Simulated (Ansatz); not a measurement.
Here is the system:

End structure of a constructed model of the (111) surface of fcc Au, a layer of In in place of the third plane (bottom of the slab: a bare face, its two planes held):

```
CELL_PARAMETERS angstrom
      2.93959     0.00000     0.00000
     -1.46980     2.54576     0.00000
      0.00000     0.00000    28.50000
ATOMIC_POSITIONS crystal
  Au 0.33333 0.66667 0.28820
  Au 0.66667 0.33333 0.37241
  Au 0.00000 0.00000 0.45784
  In 0.33333 0.66667 0.55079
  Au 0.66667 0.33333 0.64219
  Au 0.00000 0.00000 0.72969
```

Slab: 6 atoms, 12.1 Å thick at the start; k 15x15x1, smearing 0.1 eV, dipole-corrected; 2 atoms held, the rest relaxed; symmetry of the start imposed; no spin, no spin-orbit, no U. In PBE it lies 0.13 eV a 1x1 cell over the lowest computed structure of the same composition (a layer of In in place of the second plane).

### Question
Predict the work function of the top face from PBE (Ansatz, a first-principles code).

### Answer
5.31 eV
